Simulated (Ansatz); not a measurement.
**Ansatz (a first-principles code) run on TiB2 (P6/mmm, 3 atoms in the cell): self-consistent single point**

Method of the run: PBE (plane waves, PAW; Ansatz).

Input:

Ansatz 0.2 input:
```yaml
# TiB2
crystal:
  lattice:
    - [3.02593000, 0.00000000, 0.00000000]
    - [-1.51296500, 2.62053200, 0.00000000]
    - [0.00000000, 0.00000000, 3.22877000]
  atoms:
    - { symbol: Ti, position: [0.00000000, 0.00000000, 0.00000000] }
    - { symbol: B, position: [0.33333300, 0.66666700, 0.50000000] }
    - { symbol: B, position: [0.66666700, 0.33333300, 0.50000000] }
basis:
  ecutwfc: 420.0
kpoints:
  mp_grid: { grid: [8, 8, 7] }
hamiltonian:
  xc: pbe
  pseudopotentials: { kind: paw }
scf:
  occupations: { method: gaussian, width: 0.136 }
output:
  forces: true
  eigenvalues: true
  stress: true
```

The program printed (abridged):

```
WARN the atoms were moved onto the symmetric positions of the space group found under crystal.symmetry.tolerance 1.0e-5 (fractional …
WARN ansatz: RAYON_NUM_THREADS=1 ignored (pool sized by the plan → 1); use --threads N
Pseudopotentials: kind: paw
Pseudopotential: Ti, paw, valence charge 12
Pseudopotential: B, paw, valence charge 3
Crystal: 3 atoms, lattice volume = 25.603 Å³
Basis set: ecut = 420 eV, 503 PW (Γ), exchange–correlation on 48×48×48 points (8 copies of the dense FFT grid, shifted against one another)
Bands: 13, of which v1, the nominal top of the filled ones, is band 9 counted from 1 (8 counted from 0)
Symmetry: 24 space group operations
Space group: P6/mmm (ITA 191), of the structure as read, at distance tolerance 2.9e-5 Å
k-points: 40 of 448
Initial density: superposition of atomic densities (neutral atoms: chi_scale 0, normalization atom), corrected by the library's trained network
Initial wavefunctions: pseudopotential atomic-orbital guess
Eigensolver: davidson
Functional: x = pbe(κ = 0.804, μ = 0.2195149727645171), c = pbe(β = 0.06672455060314922)
SCF iter   1: F=—  HF=-2814.700759 eV  |F-HF|=—  |Δ(HF+E_count)|=         —  Δρ=2.77e-3  dr2=1.66e-3  ethr=1.77e-3  ⟨swp⟩=4.4  Hψ=2574  notcnv=0
all-band conjugate gradients solve this SCF's bands
preconditioner: auto → none
SCF iter   2: F=—  HF=-2814.700055 eV  |F-HF|=—  |Δ(HF+E_count)|=   7.04e-4  Δρ=9.05e-4  dr2=1.31e-4  ethr=9.20e-6  ⟨swp⟩=2.1  Hψ=1123  notcnv=0
SCF iter   3: F=—  HF=-2814.700057 eV  |F-HF|=—  |Δ(HF+E_count)|=   2.61e-6  Δρ=2.17e-4  dr2=5.23e-6  ethr=7.30e-7  ⟨swp⟩=2.0  Hψ=575  notcnv=0
SCF iter   4: F=—  HF=-2814.700053 eV  |F-HF|=—  |Δ(HF+E_count)|=   4.59e-6  Δρ=1.81e-5  dr2=3.11e-8  ethr=2.91e-8  ⟨swp⟩=2.0  Hψ=565  notcnv=0
iter 5 did not close the SCF: its close was put off for the readings that it lacked (scf_convergence_deferred on its scf_iter line)
SCF iter   5: F=-2814.700053 eV  HF=-2814.700053 eV  |F-HF|=4.76e-10  |Δ(HF+E_count)|=   2.68e-8  Δρ=2.83e-6  dr2=6.63e-10  ethr=1.73e-10  ⟨swp⟩=2.2  Hψ=717  notcnv=0
SCF iter   6: F=-2814.700053 eV  HF=-2814.700053 eV  |F-HF|=7.28e-12  |Δ(HF+E_count)|=  5.22e-10  Δρ=3.24e-7  dr2=7.76e-12  ethr=3.68e-12  ⟨swp⟩=1.0  Hψ=1508  notcnv=0
the last iteration of the SCF fills more bands at one k-point than at another …
SCF 1 converged in 6 iterations: F = -2814.700053 eV  dr2 = 7.76e-12
SCF converged after 6 iterations
Free energy (F): -2814.700053 eV
Harris-Foulkes:  -2814.700053 eV  (|F-HF|=7.28e-12)
Internal energy: -2814.699603 eV  (E = F + TS)
E sigma→0 (E₀):  -2814.699828 eV
Entropy (-TS):   -0.000450 eV (-0.150 meV/atom)
Fermi energy:    15.269643 eV
--- Per-component energies (eV) ---
  E_band       = -93.099279
  E_kinetic    = 376.184303
  E_local      = -786.253458  (includes V_loc(G=0)·N_el)
  E_nonlocal   = 28.819778
  E_hartree    = 333.475582
  E_xc         = -165.168355
  E_vxc        = -202.890222  (∫ρ·V_xc dr)
  E_paw        = -1204.623947  (= ΣΔE_a)
  E_vpaw       = -175.910928  (= ΣTr[D̂ρ^β])
  E_aug_tail   = 0.000099  (compensation charges beyond the density's cutoff)
  E_ewald      = -1397.133605
  E_smearing   = -0.000450  (= −TS)
  E_closure    = 0.000000  (closes the sum)
  Σ components = -2814.700053   (vs F -2814.700053, Δ=0.00e0)
--- Forces (eV/Å), atoms counted from 1 ---
  atom   1  Ti     0.00000000     0.00000000     0.00000000
   [... zero for the other atoms too ...]
  max |Σ_I F_I| component: 3.70e-17 eV/Å
--- Stress (GPa, compression-positive) ---
        1.613096       0.000000       0.000000
        0.000000       1.613096       0.000000
        0.000000       0.000000      -0.978818
  P = ⅓ Tr σ = 0.7491 GPa (7.491 kbar)
  The stress holds the Pulay correction. Without it, at fixed plane waves, as pw.x and ABINIT print it: P = 0.5275 GPa
--- Band table (eV; the first three rows and the last of 40) ---
  k-point 0: bands = ["-41.7146", "-18.0780", "-17.7568", "-17.7568", "1.6779", "12.6031", "12.6031", "12.8589", "13.0813", "17.1065", "17.1065", "18.8620", "18.8620"]
  k-point 1: bands = ["-41.7119", "-18.1164", "-17.7538", "-17.7538", "1.9453", "11.0949", "12.8172", "12.8172", "14.5780", "16.5174", "16.5174", "18.4054", "18.4054"]
  k-point 2: bands = ["-41.7056", "-18.2015", "-17.7469", "-17.7469", "2.6585", "9.2126", "13.4389", "13.4389", "15.6290", "15.6290", "15.8730", "17.2799", "17.2799"]
  k-point 39: bands = ["-41.6402", "-18.1643", "-18.0634", "-17.9558", "6.1264", "7.1315", "9.5223", "12.0199", "12.0385", "17.6939", "18.8558", "19.1941", "19.7954"]
```

The run converged in 6 iterations.

The starting cell comes from a database of computed structures (which also holds hypothetical and non-ambient phases and stackings), without a prior relaxation at this level. Spin polarisation is off. Ansatz's pressure includes its estimate of the finite-basis (Pulay) stress.
